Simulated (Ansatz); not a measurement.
HfO2 (model structure, started from the tetragonal ZrO2 type, P4₂/nmc, No. 137, 6 atoms in the cell; like a known high-temperature phase), treated with r²SCAN in Ansatz (plane waves, PAW).

Run with plane-wave cutoff 560 eV, 10×10×8 k mesh (along the axes of the cell as run), Fermi–Dirac smearing 0.01 eV, scalar-relativistic PAW data made under PBE.

Cell (relaxed at this level):

HfO2 is taken in the tetragonal space group P4₂/nmc, origin choice 1 (No. 137), Pearson symbol tP6. Lattice parameters: a = b = 3.5767 Å, c = 5.2023 Å, α = β = γ = 90.00°. Hf on 2a sees 4 O at 2.059 Å and 4 O at 2.387 Å. O on 4d is coordinated by 2 Hf at 2.059 Å and 2 Hf at 2.387 Å (tetrahedral). (Neighbours: up to the widest gap in distance over summed covalent radii, below 1.35, at either atom; cation-cation and far metal-metal contacts left out.)

### Question
Predict the band gap and bulk modulus B0.

### Answer

- band gap = 5.27 eV (on the SCF k mesh)
- bulk modulus B0 = 194 GPa

Note: the bulk modulus is −V dP/dV from two relaxed cells at ±2 % in volume; held by symmetry at 0 K, a high-temperature phase can be a saddle point.

Spin–orbit coupling is not included.

Static lattice: no zero-point or thermal effects.

Cost on a shared machine: very roughly 4 core-minutes.

A model structure was made by putting elements into a prototype or built by hand; it is no filed structure, need not be a known phase, and can be a saddle point held by its symmetry.

Ansatz is a quantum-chemistry and plane-wave program.
